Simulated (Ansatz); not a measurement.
Where the default PAW files enter, the runs use the earlier of Ansatz's two default sets.

By PBEsol, the system below comes out a metal.

A figure of merit of an interconnect metal is its ballistic conductance per area.

Given:

```
CELL_PARAMETERS angstrom
      3.60081     0.00000     0.00000
     -1.80041     6.89447     0.00000
      0.00000     0.00000     3.56517
ATOMIC_POSITIONS crystal
  Ti 0.89688 0.79376 0.75000
  Ti 0.10312 0.20624 0.25000
  Si 0.55825 0.11650 0.75000
  Si 0.44175 0.88350 0.25000
  Si 0.24969 0.49938 0.75000
  Si 0.75031 0.50062 0.25000
```

Space group of this cell: Cmcm. The cell is strained (lengths across the current scaled by 1.02, ions clamped); by PBEsol its mean pressure is -6.9 GPa.

The current flows along the normal of the first two printed cell vectors. No spin-orbit coupling; the value is a mean over 0.1 eV about the Fermi level.

Problem. State the ballistic conductance per area according to PBEsol in Ansatz (a quantum-chemistry and plane-wave program).

Solution. 0.34 × 10¹⁵ S/m² for both spins.
